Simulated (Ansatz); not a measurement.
The parent structure is WC (space group P-6m2, No. 187; a = 2.884 Å, c = 2.812 Å; relaxed with 0.1 eV smearing). Axes: x lies along a and z along c of the hexagonal cell.

All numbers come from LDA, PAW, 420 eV (Ansatz, a program for electronic structure; without spin-orbit coupling).

For the base:

| Quantity | Result |
|---|---|
| Shortest interatomic distance | 2.179 Å |

The change: a pure shear with ε_xz = ε_zx = 0.0029, atoms relaxed at fixed cell.

Task: What happens to the energy relative to the base and shortest interatomic distance?

Result: The energy goes up by 0.4 meV/atom; the shortest interatomic distance falls by 0.005 Å (2.179 Å → 2.174 Å).

The cells carry an imposed strain or load. Stability against distortions was not tested. The final runs are not spin-polarised.
